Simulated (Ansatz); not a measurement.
## Ti₂CdC (space group P6_3/mmc, No. 194; a cell from a computed database, its experimental status unchecked)

```yaml
crystal:
  lattice:
    - [3.06243, 0.00000, 0.00000]
    - [-1.53121, 2.65214, 0.00000]
    - [0.00000, 0.00000, 14.32742]
  atoms:
    - { symbol: Ti, position: [0.66667, 0.33333, 0.57830] }
    - { symbol: Ti, position: [0.33333, 0.66667, 0.42170] }
    - { symbol: Ti, position: [0.33333, 0.66667, 0.07830] }
    - { symbol: Ti, position: [0.66667, 0.33333, 0.92170] }
    - { symbol: Cd, position: [0.66667, 0.33333, 0.25000] }
    - { symbol: Cd, position: [0.33333, 0.66667, 0.75000] }
    - { symbol: C, position: [0.00000, 0.00000, 0.50000] }
    - { symbol: C, position: [0.00000, 0.00000, 0.00000] }
```

Calculations: Ansatz (an electronic-structure program), PBEsol, PAW, cutoff 420 eV, no SOC. Γ-centred 17×17×4 mesh, Fermi–Dirac width 0.05 eV.

- Volume per atom: 14.55 Å³
- Density: 6.28 g/cm³
- Band gap: zero
- Total energy: -3345.244 eV/atom (σ→0; compares only within this code and set-up)

Whether these cells are dynamically stable was not tested. All final runs are without spin polarisation.
